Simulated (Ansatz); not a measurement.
The parent structure is Eu in the bcc (W type) structure (space group Im-3m, No. 229; a = 4.4499 Å; ferromagnetic). Axes: x, y, z lie along the cube axes.

Level of theory: plane-wave PAW DFT at the r2SCAN level (Ansatz, a first-principles code, 500 eV), no SOC, earlier PAW set.

Free-standing slabs (1 atom(s) a layer) normal to [110] with 15 Å of vacuum; in-plane cell held at bulk.

One change was made to it. Results:

The band gap is still zero; the shortest interatomic distance drops by 0.046 Å, from 3.854 Å to 3.808 Å.

Q: Which of these changes matches the shifts?
A) 3 layers
B) 4 layers
C) 1 layer
D) 2 layers

A: A, 3 layers. For comparison, the shortest interatomic distance in the other runs: 2 layers gives 3.589 Å; 1 layer gives 3.854 Å; 4 layers gives 3.766 Å.

The magnetic state is the one reached from the starting moments; the real material's order can differ, and small cells can't hold many antiferromagnetic ones. The state of the 4f shell was not checked for lower solutions. Whether these cells are dynamically stable was not tested.
